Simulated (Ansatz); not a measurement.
Ansatz (a program for electronic structure), DFT, PBE, plane waves, its default PAW files: Cu(100) slab of 12 layers, 1x1, atoms displaced (Cu12), unrelaxed, 12 atoms. Basis and mesh were picked for this test and aren't claimed converged.

```json
{
  "cell": "2.56, 2.56, 29.88 Å; 90, 90, 90°",
  "distance_to_the_nearest_atom": "2.47 to 2.54 Å",
  "task": "single point",
  "k mesh": "10×10×1",
  "hamiltonian.xc": "pbe",
  "kind_of_files": "paw",
  "scf.occupations.method": "fermi_dirac",
  "scf.occupations.width": "0.05 eV",
  "scf.initial_density.chi_scale": "0.1",
  "output.forces": "true",
  "binding of workers (--pin)": "off",
  "k-point pools (--kpoint-pools)": "1",
  "memory maximum (--max-ram)": "8GiB",
  "accuracy": "medium (default)",
  "basis.precision": "auto (default)",
  "basis.xc_grid": "2 (default)",
  "scf.eigensolver.kind": "auto (default)",
  "scf.convergence.dr2_threshold": "1e-07 (default)",
  "scf.lower_state_search": "light (default)",
  "k-points after symmetry": "52",
  "bands_at_the_start": "127",
  "electrons": "228",
  "plane waves at Γ": "3847",
  "cutoff (eV)": "420",
  "FFT grid": "18×18×200",
  "symmetry_operations": "1"
}
```

Settings of this run: scf.mixing.algorithm = broyden, scf.mixing.preconditioner = kerker; 4 threads.

| iteration | dr2 (eV) | Hψ |
|---|---|---|
| 1 | 5.71e1 | 22558 |
| 2 | 1.31e1 | 17845 |
| 3 | 6.21e0 | 14690 |
| 4 | 1.34e1 | 12628 |
| 5 | 9.75e0 | 8310 |
| 6 | 6.36e-1 | 10121 |
| 7 | 7.64e-1 | 10338 |
| 8 | 1.57e0 | 7670 |
| 9 | 1.35e0 | 7089 |
| 10 | 1.19e0 | 6445 |
| 11 | 8.44e-1 | 7597 |
| 12 | 2.52e-2 | 10946 |
| 13 | 5.41e-2 | 12033 |
| 14 | 2.46e-2 | 10145 |
| … | … | … |
| 25 | 2.82e-4 | 10401 |
| 26 | 3.75e-5 | 10021 |
| 27 | 8.92e-5 | 13758 |
| 28 | 2.37e-5 | 9980 |
| 29 | 2.07e-5 | 9933 |
| 30 | 2.10e-5 | 9032 |
| 31 | 8.77e-7 | 9534 |
| 32 | 7.50e-7 | 10005 |
| … | … | … |
| 41 | 2.70e-7 | 8288 |
| 42 | 3.53e-7 | 8219 |
| 43 | 1.84e-7 | 6935 |
| 44 | 1.46e-7 | 6765 |
| 45 | 1.38e-7 | 7998 |
| 46 | 1.16e-7 | 8163 |
| 47 | 1.17e-7 | 21019 |
| 48 | 5.61e-8 | 24943 |

It converged after 48 SCF iterations.

**Question.** The cycle is slow. Which setting should be changed?

**Answer.** Several could match; the one computed here: scf.mixing.preconditioner = auto (default) (19 SCF iterations), all else kept. The other changes of this size gave: scf.mixing.preconditioner = none (32); scf.mixing.algorithm = auto (default) (40). With more settings changed, the fewest of all runs of this system: scf.mixing.algorithm = auto (default), scf.mixing.preconditioner = auto (default) (14). In that run the program took: scf.mixing.preconditioner LDOS, scf.eigensolver.kind band_cg, --slots 4. The change moves the result by: energy under 0.001 meV/atom, forces (largest component) 0.036 meV/Å. Counts are of single runs.

Keys are those of Ansatz 0.2.
